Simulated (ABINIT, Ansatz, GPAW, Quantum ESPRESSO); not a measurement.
# CuSn3 (P6_3/mmc, 8 atoms in the cell) computed with different codes at matched settings

Self-consistent single point.

```xyz
8
Lattice="6.6229 0.0000 0.0000 -3.3114 5.7356 0.0000 0.0000 0.0000 5.0048" Properties=species:S:1:pos:R:3 pbc="T T T"
Cu     3.3114     1.9119     1.2512
Cu     0.0000     3.8237     3.7536
Sn     1.7121     0.9885     3.7536
Sn     1.5993     4.7471     1.2512
Sn     0.0000     1.9770     1.2512
Sn     3.3114     3.7586     3.7536
Sn     4.9107     0.9885     3.7536
Sn    -1.5993     4.7471     1.2512
```

Shared settings, as Ansatz (a first-principles code) writes them: kpoints.mp_grid.grid = 2 2 3; scf.occupations.method = gaussian; scf.occupations.width = 0.1 eV. Potentials and cutoffs stand in the table.

```json
[
 {"code": "Ansatz", "model": "PBEsol, PAW files made with PBE", "pressure (GPa)": "-2.65", "largest force (eV/Å)": "0.295", "cutoff": "420 eV"},
 {"code": "GPAW", "model": "PBEsol, GPAW PAW datasets PBEsol (made by gpaw-setup)", "pressure (GPa)": "-2.81", "largest force (eV/Å)": "0.318", "cutoff": "850 eV"},
 {"code": "Quantum ESPRESSO", "model": "PBEsol, PseudoDojo standard norm-conserving (PBESOL) pseudopotentials", "pressure (GPa)": "-2.69", "largest force (eV/Å)": "0.287", "cutoff": "95 Ry"},
 {"code": "ABINIT", "model": "PBEsol, PAW (JTH v2.0 PBE PAW, files made for PBE)", "pressure (GPa)": "-2.79", "largest force (eV/Å)": "0.292", "cutoff": "816 eV"}
]
```

On Ansatz's run: spin polarisation is off.

The spread over the programs that give each value: pressure within 0.16 GPa; largest force within 0.031 eV/Å.

Ansatz's pressure is given at a fixed set of plane waves, as the other plane-wave codes print theirs.

On the base mesh (3 3 4) the same programs gave: Ansatz pressure -2.19 GPa; Quantum ESPRESSO pressure -2.24 GPa; ABINIT pressure -2.34 GPa; GPAW pressure -2.32 GPa.

The values differ from the base mesh's, so the mesh still matters here: the table compares the programs at equal settings.

The starting cell comes from a database of computed structures (which also holds hypothetical and non-ambient phases and stackings), without a prior relaxation at this level.

Left out of this page: CP2K (unsound by tests on forces, stress, charge or solver warnings).

Keys are those of Ansatz 0.2.
